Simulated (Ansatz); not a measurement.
VSi₂ (P6₄22, No. 181)

Method: r²SCAN+rVV10 in Ansatz (PAW).

Settings: plane-wave cutoff 560 eV, 18×18×10 k mesh (along the axes of the cell as run), Fermi–Dirac smearing 0.05 eV, spin-polarised start, scalar-relativistic PAW data made under PBE.

Cell: relaxed at this level.

```json
{
 "band_gap": "none",
 "lattice_constant_a": "4.524 Å",
 "lattice_parameter_c": "6.322 Å"
}
```

Note: the magnetic order was assumed, not searched for or taken from measurement.

Static lattice: no zero-point or thermal effects.

Computing time: around 30 core-minutes (rough).

Ansatz is an electronic-structure program.
